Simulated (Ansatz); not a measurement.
Effect of isotropic strain −2.50 % on CdSe

The parent structure is CdSe in the zinc blende structure (space group F-43m, No. 216; a = 6.082 Å).

The change: the cell is scaled by 0.9750 in all directions, atoms relaxed at fixed cell.

Level of theory: PBEsol (Ansatz, a program for electronic structure; PAW; 420 eV plane waves; no spin-orbit coupling). Γ-centred 9×9×9 mesh, Fermi–Dirac width 0.05 eV.

* **Volume per atom**: 26.06 Å³ (base 28.12 Å³)
* **Space group**: F-43m (No. 216) (base F-43m (No. 216))
* **Shortest interatomic distance**: 2.568 Å (base 2.633 Å)
* **Energy relative to the base (free energy F)**: +28 meV/atom
* **Pressure**: 4.73 GPa (base 0.00 GPa)
* **Band gap**: 0.63 eV (base 0.48 eV)
* **Gap character**: direct at Γ (base direct at Γ)
* **Mean gap deformation potential ΔEg/Δln V**: -1.9 eV
* **Electron mass**: 0.059 mₑ (at Γ) (base 0.049 mₑ (at Γ))
* **Hole mass (degenerate bands, along [100])**: 0.061, 0.59, 0.59 mₑ (at Γ) (base 0.050, 0.66, 0.66 mₑ (at Γ))

Masses are band curvatures over ±0.01 Å⁻¹ around the edge. No phonon test of stability was made.
